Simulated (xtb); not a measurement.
xtb 6.7.1, GFN2-xTB: V(O)(OH)3 ([O]=[V]([OH])([OH])[OH]), 8 atoms. The geometry is a generated start, not checked to be a minimum at this level.

| Quantity | Result |
|---|---|
| method | GFN2-xTB |
| --acc | 1 (default) |
| --etemp (K) | 300 (default) |
| detailed input (--input) | none: ANC optimiser, Lindh (1995) Hessian, microcycle=20, maxdispl=1.0, hlow=0.01 (default) |
| basis functions | 29 |
| valence electrons | 32 |

```xyz
8

V      0.0731     0.0574    -0.0760
O      1.0597     0.8014    -0.9569
O      0.9326    -0.7631     1.0542
H      1.8109    -0.9626     1.3851
O     -0.7881    -0.9721    -1.0006
H     -1.0348    -1.3906    -1.8266
O     -0.9018     1.1575     0.6381
H     -1.1516     2.0719     0.7827
```

Charge 0 and multiplicity 1 are set for this test and not shown to be the ground state.

The structure is relaxed from this start with --opt LEVEL for the levels crude, sloppy, loose, lax, normal, tight, vtight, extreme, once each. Up to the end of the extreme run atoms move by at most 0.036 Å along an axis.

**Question.** Which level is enough to come within 1 meV of the tightest end point?

**Answer.** normal: 8 cycles against 17, ending 0.13 meV above.

```tsv
level	cycles	energy above the extreme run (meV)	gradient norm (eV/Å)
crude	1	1.7	0.097
sloppy	1	1.7	0.097
loose	1	1.7	0.097
lax	1	1.7	0.097
normal	8	0.13	0.026
tight	10	0.073	0.023
vtight	15	under 0.01	0.0034
extreme	17	—	0.00063
```
